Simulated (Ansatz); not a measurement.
Pd (Im-3m, No. 229, 1 atom in the cell; start mp-2646977; another form than the element's usual one) was calculated with PBE0 (PAW; Ansatz, a program for electronic structure).

Input:

Ansatz 0.2 input:
```yaml
crystal:
  lattice:
    - [-1.5422703515, 1.5422703515, 1.5422703515]
    - [1.5422703515, -1.5422703515, 1.5422703515]
    - [1.5422703515, 1.5422703515, -1.5422703515]
  atoms:
    - { symbol: Pd, position: [0.0, 0.0, 0.0] }
basis:
  ecutwfc: 460
  ecutrho_ratio: 4
  xc_grid: 2
kpoints:
  mp_grid: { grid: [12, 12, 12] }
hamiltonian:
  xc: pbe0
  dispersion: none
  pseudopotentials: { azcp: { folder: ./paw }, kind: paw }
scf:
  occupations: { method: fermi_dirac, width: 0.01 }
  convergence: { dr2_threshold: 0.0000000001 }
output:
  forces: false
  stress: true
  eigenvalues: true
```

How many irreducible k-points, plane waves at Γ does the program set up, and what pressure does the run end with?

72 irreducible k-points, 321 plane waves at Γ; P = 3.83 GPa, so the cell is compressed on average and its volume would grow at this level.

From the output:

```
WARN output.stress: scf.exx.energy_threshold = 1e-6 eV is looser than the 1e-8 eV advised for a stress under a hybrid functional (1e-8 eV for each atom of the …
Crystal: 1 atoms, lattice volume = 14.674 Å³
Basis set: ecut = 460 eV, 321 PW (Γ), exchange–correlation on 40×40×40 points (8 copies of the dense FFT grid, shifted against one another)
Bands: 13, of which v1, the nominal top of the filled ones, is band 9 counted from 1 (8 counted from 0)
Symmetry: 48 space group operations
Space group: Im-3m (ITA 229), of the structure as read, at distance tolerance 2.4e-5 Å
k-points: 72 of 1728
Initial density: superposition of atomic densities (chi_scale 0.1, normalization cell)
Functional: x = pbe(κ = 0.804, μ = 0.2195149727645171), c = pbe(β = 0.06672455060314922), warm-up for x = 0.75 pbe(κ = 0.804, μ = 0.2195149727645171) + 0.25 exact, c = pbe(β = 0.06672455060314922)
SCF iter   1: F=—  HF=-6973.739340 eV  |F-HF|=—  |Δ(HF+E_count)|=         —  Δρ=1.54e-1  dr2=3.42e0
SCF iter   2: F=—  HF=-6973.033169 eV  |F-HF|=—  |Δ(HF+E_count)|=   7.06e-1  Δρ=7.73e-2  dr2=5.64e-1
  ...
SCF 1 converged in 9 iterations: F = -6972.845833 eV  dr2 = 4.89e-12
Crystal: 1 atoms, lattice volume = 14.674 Å³
Initial density: handed on by an earlier stage of this run
Functional: x = 0.75 pbe(κ = 0.804, μ = 0.2195149727645171) + 0.25 exact, c = pbe(β = 0.06672455060314922)
SCF 2 converged in 7 iterations: F = -6974.610816 eV  dr2 = 2.72e-12
Crystal: 1 atoms, lattice volume = 14.674 Å³
SCF 3 converged in 5 iterations: F = -6974.621355 eV  dr2 = 9.09e-12
Crystal: 1 atoms, lattice volume = 14.674 Å³
Crystal: 1 atoms, lattice volume = 14.674 Å³
SCF iter  10: F=—  HF=-6974.622366 eV  |F-HF|=—  |Δ(HF+E_count)|=  6.34e-10  Δρ=3.51e-6  dr2=1.49e-9
SCF iter  11: F=-6974.622366 eV  HF=-6974.622366 eV  |F-HF|=2.09e-11  |Δ(HF+E_count)|=  6.20e-10  Δρ=4.77e-7  dr2=3.83e-11
SCF 5 converged in 11 iterations: F = -6974.622366 eV  dr2 = 3.83e-11
Free energy (F): -6974.622366 eV
Internal energy: -6974.622210 eV  (E = F + TS)
E sigma→0 (E₀):  -6974.622288 eV
Fermi energy:    18.970365 eV
--- Stress (GPa, compression-positive) ---
        3.832770      -0.000000       0.000000
        0.000000       3.832770      -0.000000
       -0.000000       0.000000       3.832770
  P = ⅓ Tr σ = 3.8328 GPa (38.328 kbar)
```

The PAW data were made under PBE.

Note: cell and atoms aren't relaxed at this level (pressure 3.8 GPa).

A start named mp-… is a Materials Project structure, which need not be a measured phase.
